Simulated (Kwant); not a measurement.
Model system: wire with a row of barriers in a GaN two-dimensional gas. Effective mass 0.22 mₑ, grid spacing 8.3 nm, hard walls, nominal width 200 nm (25 grid rows, so walls 215.8 nm apart), one parabolic valley, scattering region 830 nm long along x; energies count from the band bottom; Fermi energy swept from 3.4185e-05 to 0.00040594 eV. 2 barrier(s) across the wire, height 0.0017 eV, thickness 33.2 nm (about 4 grid columns), spaced by 66.4 nm.

Constants are typed, rounded textbook-type inputs, not results; the design itself was drawn at random and stands for no fabricated device.

Model: effective-mass tight-binding model on a square grid, one spin, coherent transport at 0 K (Kwant). Conductance is in e²/h.

**Question.** How many channels do the leads carry at E = 0.128, 0.245 meV?

**Answer.** The hard-wall thresholds are n² ħ²π²/(2mW²) = n² × 0.0367 meV with W = 215.8 nm. √(0.128/0.0367) = 1.87, so 1. √(0.245/0.0367) = 2.58, so 2.
